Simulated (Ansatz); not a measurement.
Data:

```
CELL_PARAMETERS angstrom
      4.01003     0.00000     0.00000
      0.00000     4.01003     0.00000
      0.00000     0.00000     4.96374
ATOMIC_POSITIONS crystal
  Pb 0.50000 0.00000 0.75941
  Pb 0.00000 0.50000 0.24059
  O  0.50000 0.50000 0.00000
  O  0.00000 0.00000 0.00000
```

No spin polarisation.

Method: DFT with PBE-D3(BJ), PAW potentials and a 420 eV plane-wave cutoff in Ansatz (a quantum-chemistry and plane-wave program), no spin-orbit coupling. k-mesh 8×8×7 (Γ-centred); smearing 0.05 eV (Fermi–Dirac).

**Question.** Predict the pressure and space group.

**Answer.** The pressure (mean of the normal stresses, compression positive) comes out as 0.73 GPa and the space group comes out as P4/nmm (No. 129).

The cells carry an imposed strain or load. Stability against distortions was not tested. The cell was made from PbO (space group P4/nmm, No. 129; layered, stacked along the Cartesian z axis) by this change: isotropic strain −0.60 %.
